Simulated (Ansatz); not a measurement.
```yaml
crystal:
  lattice:
    - [5.52674, 7.33106, -0.00067]
    - [5.52622, -7.33036, -3.67165]
    - [-1.83988, 7.33002, -7.33931]
  atoms:
    - { symbol: Zr, position: [0.93577, 0.23322, 0.50774] }
    - { symbol: Zr, position: [0.31038, 0.48470, 0.38229] }
    - { symbol: Zr, position: [0.43637, 0.23402, 0.00797] }
    - { symbol: Zr, position: [0.06028, 0.98127, 0.13165] }
    - { symbol: Zr, position: [0.18503, 0.73424, 0.75894] }
    - { symbol: Zr, position: [0.68532, 0.73422, 0.25883] }
    - { symbol: Ti, position: [0.81235, 0.48224, 0.88341] }
    - { symbol: Zr, position: [0.56111, 0.98476, 0.63445] }
    - { symbol: Ti, position: [0.56265, 0.76776, 0.99159] }
    - { symbol: Zr, position: [0.93863, 0.01598, 0.86703] }
    - { symbol: Zr, position: [0.06462, 0.76530, 0.49271] }
    - { symbol: Zr, position: [0.68968, 0.51578, 0.61617] }
    - { symbol: Zr, position: [0.81389, 0.26524, 0.24055] }
    - { symbol: Zr, position: [0.31472, 0.26873, 0.74335] }
    - { symbol: Zr, position: [0.43923, 0.01678, 0.36726] }
    - { symbol: Zr, position: [0.18997, 0.51576, 0.11606] }
    - { symbol: Si, position: [0.23409, 0.97907, 0.63658] }
    - { symbol: Si, position: [0.61045, 0.22754, 0.51289] }
    - { symbol: Si, position: [0.72989, 0.97274, 0.13278] }
    - { symbol: Si, position: [0.36379, 0.72919, 0.25536] }
    - { symbol: Si, position: [0.48926, 0.48507, 0.88674] }
    - { symbol: Si, position: [0.98506, 0.47639, 0.38694] }
    - { symbol: Si, position: [0.10913, 0.22734, 0.01118] }
    - { symbol: Si, position: [0.85107, 0.72585, 0.76600] }
    - { symbol: Si, position: [0.26587, 0.02266, 0.86382] }
    - { symbol: Si, position: [0.64511, 0.27726, 0.74222] }
    - { symbol: Si, position: [0.76455, 0.02246, 0.36211] }
    - { symbol: Si, position: [0.38994, 0.77361, 0.48806] }
    - { symbol: Si, position: [0.52393, 0.52415, 0.10900] }
    - { symbol: Si, position: [0.01121, 0.52081, 0.61964] }
    - { symbol: Si, position: [0.14091, 0.27093, 0.23842] }
    - { symbol: Si, position: [0.88574, 0.76493, 0.98826] }
    - { symbol: Si, position: [0.50038, 0.75028, 0.75354] }
    - { symbol: Si, position: [0.87500, 0.99975, 0.62522] }
    - { symbol: Si, position: [0.00007, 0.74901, 0.25005] }
    - { symbol: Si, position: [0.62475, 0.49991, 0.37442] }
    - { symbol: Si, position: [0.75114, 0.25362, 0.99786] }
    - { symbol: Si, position: [0.24990, 0.25077, 0.50022] }
    - { symbol: Si, position: [0.37741, 0.99682, 0.12297] }
    - { symbol: Si, position: [0.12001, 0.50038, 0.87550] }
    - { symbol: Si, position: [0.99759, 0.25318, 0.75203] }
    - { symbol: Si, position: [0.37493, 0.50099, 0.62495] }
    - { symbol: Si, position: [0.50000, 0.25025, 0.24978] }
    - { symbol: Si, position: [0.12510, 0.99923, 0.37478] }
    - { symbol: Si, position: [0.25499, 0.74962, 0.99950] }
    - { symbol: Si, position: [0.75025, 0.75009, 0.50058] }
    - { symbol: Si, position: [0.87462, 0.49972, 0.12146] }
    - { symbol: Si, position: [0.62386, 0.99638, 0.87714] }
```

The mixing enthalpy is taken against the end members in the ZrSi2 (C49) type type (which need not be the stable form of TiSi2 and ZrSi2), relaxed in the same cell and mesh.

All values below come from PBE (plane waves to 420 eV, PAW; Ansatz, an electronic-structure program). No spin–orbit coupling; the runs are not spin-polarised. Its k-point mesh 4×4×4, Fermi–Dirac width 0.05 eV.

Task: Give the composition and order of this alloy cell, and its volume, bond lengths and mixing enthalpy.

Result: A 48-atom cell of (Ti,Zr)Si2 started in the ZrSi2 (C49) type structure, site fractions Ti 0.125, Zr 0.875, short-range order +0.05 in the first shell of the mixed sites (0 is random, a negative value favours unlike neighbours), space group P-1 at the end.
The volume per atom comes out as 16.52 Å³ and the Si–Zr bonds comes out as 2.808 Å on average, from 2.684 to 3.017 (140). The Si–Ti bonds is 2.751 Å on average, from 2.646 to 2.958 (20) and the mixing enthalpy per site of the mixed sublattice is 27 meV. The departure of the mean lattice parameter from Vegard's line comes out as under 0.15 %, inside the noise of the relaxations.
